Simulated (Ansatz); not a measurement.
We consider cubic perovskite CsSnI₃ (cubic high-temperature phase), described by r²SCAN+rVV10 (PAW; Ansatz, a quantum-chemistry and plane-wave program).

Settings: plane-wave cutoff 500 eV, 6×6×6 k mesh, gaussian smearing 0.02 eV, scalar-relativistic PAW data made under PBE.

Computed at the level's own relaxed cell.

Q: Estimate the volume per atom, lattice parameter a and band gap that the calculation returns.

A: 
- volume per atom: 46.67 Å³/atom
- lattice parameter a: 6.156 Å
- band gap: 0.29 eV (on the SCF k mesh)

Note: the relaxation could not lower the start's symmetry, so the cell can be a saddle point above a distorted one.

Spin–orbit coupling is not included; with these elements it can move the gap by several tenths of an eV or more.

The computed numbers hold no vibrational or temperature effects.
